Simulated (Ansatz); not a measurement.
Base system: GaP in the zinc blende structure (space group F-43m, No. 216).

```xyz
2
Lattice="0.0000 2.7257 2.7257 2.7257 0.0000 2.7257 2.7257 2.7257 0.0000" Properties=species:S:1:pos:R:3 pbc="T T T"
Ga     0.0000     0.0000     0.0000
P      1.3628     1.3628     1.3628
```

Cartesian axes are those of the cell as printed.

Method: Kohn–Sham DFT with the r2SCAN functional, run in Ansatz (a first-principles code) with PAW and 500 eV plane waves, scalar-relativistic without spin-orbit coupling.

It is then changed as follows: tensor shear ε_xy = +1.14 % (engineering shear γ = 0.0228), atoms relaxed at fixed cell.

**Question.** Predict the stress tensor and what it implies for the stiffness.

**Answer.** Stress of the strained cell less that of the base (GPa, compression positive):
```
   0.03   -1.67    0.00
  -1.67    0.03    0.00
   0.00    0.00   -0.01
```

Then −Δσ/γ with γ = 2ε = 0.0228 gives relaxed-ion elastic constants: C66 ≈ 73 GPa.

Stability against distortions was not tested.
